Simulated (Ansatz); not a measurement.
**BN, response to strain**

Consider BN (space group P6_3/mmc, No. 194; a = 2.506 Å, c = 6.615 Å; layered, stacked along the Cartesian z axis). Axes: x lies along a and z along c of the hexagonal cell.

Strains are applied to the cell and any free atomic positions relax; under biaxial strain the out-of-plane vector relaxes too.

All numbers come from DFT with PBE-D3(BJ), PAW potentials and a 420 eV plane-wave cutoff in Ansatz (a program for electronic structure), no SOC.

Notes on the quantities. pressure: mean of the normal stresses, compression positive.

```tsv
case	volume per atom	band gap	pressure
base	9.00 Å³	4.24 eV	0.00 GPa
biaxial strain +0.60 %, plane normal [001], relaxed out of plane	9.11 Å³	4.21 eV	-4.19 GPa
biaxial strain +1.20 %, plane normal [001], relaxed out of plane	9.22 Å³	4.18 eV	-8.13 GPa
biaxial strain +1.80 %, plane normal [001], relaxed out of plane	…	…	…
biaxial strain +2.40 %, plane normal [001], relaxed out of plane	9.45 Å³	4.11 eV	-15.32 GPa
biaxial strain +3.00 %, plane normal [001], relaxed out of plane	9.57 Å³	4.08 eV	-18.60 GPa
```

**Question.** What belongs in the blanks?

**Answer.** 
- biaxial strain +1.80 %, plane normal [001], relaxed out of plane, volume per atom: 9.34 Å³
- biaxial strain +1.80 %, plane normal [001], relaxed out of plane, band gap: 4.15 eV
- biaxial strain +1.80 %, plane normal [001], relaxed out of plane, pressure: -11.84 GPa

Stability against distortions was not tested.
